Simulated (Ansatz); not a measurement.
We consider CrGe (model structure, started from the NiAs type, P6₃/mmc, No. 194, 4 atoms in the cell), described by r²SCAN (plane waves, PAW; Ansatz, a quantum-chemistry and plane-wave program).

Settings: plane-wave cutoff 560 eV, 18×18×10 k mesh (along the axes of the cell as run), Fermi–Dirac smearing 0.05 eV, spin-polarised with parallel moments, scalar-relativistic PAW data made under PBE.

Cell (relaxed at this level):

```
CELL_PARAMETERS angstrom
      3.46728     0.00000     0.00000
     -1.73364     3.00275     0.00000
      0.00000     0.00000     6.02896
ATOMIC_POSITIONS crystal
  Cr 0.00000 0.00000 0.00000
  Cr 0.00000 0.00000 0.50000
  Ge 0.33333 0.66667 0.25000
  Ge 0.66667 0.33333 0.75000
```
Starting moments (μB, in the order of the record's atoms Cr Cr Ge Ge): 3.0 3.0 0.0 0.0.

Task: Give the computed bulk modulus.

Result: 
bulk modulus: 101 GPa

The run finds no gap.

Note: the magnetic order was assumed, not searched for or taken from measurement; the bulk modulus is −V dP/dV from two relaxed cells at ±2 % in volume; the relaxation could raise the start's symmetry but not lower it, so the cell can be a saddle point.

Computed values are for the static lattice.

It cost very roughly 30 core-minutes of CPU time.

A model structure was made by putting elements into a prototype or built by hand; it is no filed structure, need not be a known phase, and can be a saddle point held by its symmetry.
